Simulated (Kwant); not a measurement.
Kwant, Hückel tight-binding model, one pz orbital an atom, one spin, coherent transport at 0 K. Conductance is in e²/h.

Model system: π system c1ccc(cc1)-c1cccc(c1)-c1ccccc1 between two chain leads. The π system is taken as planar. Atoms are numbered from 0 in the order of the SMILES. Site energies (eV, carbon 0): [0.0, 0.0, 0.0, 0.0, 0.0, 0.0, 0.0, 0.0, 0.0, 0.0, 0.0, 0.0, 0.0, 0.0, 0.0, 0.0, 0.0, 0.0]. Bonds (i, j, β in eV): (0,1,-2.7) (1,2,-2.7) (2,3,-2.7) (3,4,-2.7) (4,5,-2.7) (3,6,-2.7) (6,7,-2.7) (7,8,-2.7) (8,9,-2.7) (9,10,-2.7) (10,11,-2.7) (10,12,-2.7) (12,13,-2.7) (13,14,-2.7) (14,15,-2.7) (15,16,-2.7) (16,17,-2.7) (5,0,-2.7) (11,6,-2.7) (17,12,-2.7). Leads: chains of hopping −4.1 eV, joined by −0.81 eV to atoms 0 and 14.

Site energies and bond integrals are typed Hückel values.

Sweep values stay those of the base run.

One input was changed, with this effect: transmission at E = 0 < 1e-12 → 0.0035.

### Question
Which change was it?
A) contacts moved from atoms [0, 14] to [1, 14]
B) contacts moved from atoms [0, 14] to [0, 9]
C) contacts moved from atoms [0, 14] to [1, 13]
D) contacts moved from atoms [0, 14] to [1, 9]
E) contacts moved from atoms [0, 14] to [1, 5]
F) contacts moved from atoms [0, 14] to [1, 4]

### Answer
F, contacts moved from atoms [0, 14] to [1, 4]
